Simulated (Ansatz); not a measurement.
The starting structures come from a database of crystals and need not be the phases stable at ambient conditions.

Data:

```xyz
4
Lattice="4.5062 0.0000 0.0000 0.0000 6.3488 0.0000 0.0000 0.0000 4.5062" Properties=species:S:1:pos:R:3 pbc="T T T"
Al     0.0000     0.0000     0.0000
In     2.2531     3.1744     2.2531
Sb     2.2531     4.8672     0.0000
Sb     0.0000     1.4816     2.2531
```

Space group of this cell: P-4m2. The cell is taken as given.

The numbers are results of r2SCAN (plane waves, PAW; Ansatz, a program for electronic structure), not measurements.

The current runs along the normal of the first two printed vectors; no spin-orbit coupling. Scaled by the factor s: all lengths (ions clamped). Meshes 8×6×8 and 8×6 across the current in all rows.

```tsv
s	mean pressure (GPa)	slowest mid-gap decay constant κ (1/Å)
0.98	3.3	?
1.00	-0.1	0.055
1.02	-2.6	0.033
```

Take the slope of the slowest mid-gap decay constant κ against ln s from the two given rows, extrapolate to s = 0.98, and say what the run there gives.

Slope = (0.033 − 0.055) / ln 1.02 = -1.11 1/Å. The line gives 0.055 + (-1.11) × ln 0.98 = 0.077 1/Å. The run gives 0.074 1/Å, 0.003 1/Å under the line, 15 % of the predicted step.
